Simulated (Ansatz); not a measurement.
The structure below was relaxed with Ansatz (a quantum-chemistry and plane-wave program) PBEsol, no SOC, at pressure 0.3 GPa.

Space group P2₁/c (No. 14); a = 4.5699 Å, b = 4.5697 Å, c = 5.5275 Å, α = γ = 90.00°, β = 116.16°

| atom | site | symmetry | x | y | z |
|---|---|---|---|---|---|
| Si | 4e | 1 | 0.2081 | 0.1481 | 0.4341 |
| Rh | 4e | 1 | 0.3005 | 0.8540 | 0.1135 |

Task: Write out a cell with all atoms.

Result: 
```
RhSi
1.0
    4.56989     0.00000     0.00000
    0.00000     4.56971     0.00000
   -2.43682     0.00000     4.96135
Si Rh
4 4
Cartesian
  3.45828   2.96143   0.32716
 -1.32520   1.60828   4.63419
 -0.10679   0.67658   2.15352
  2.23987   3.89314   2.80783
 -0.12174   2.95194   3.04396
  2.25482   1.61777   1.91739
  1.03641   0.66708   4.39807
  1.09667   3.90263   0.56329
```
This is the conventional cell.

Load acts through the strain it causes; cell and atoms are relaxed under it. Stability against distortions was not tested. The final runs are not spin-polarised. The cell was made from RhSi (space group P2_1/c, No. 14) by this change: pressure 0.3 GPa.
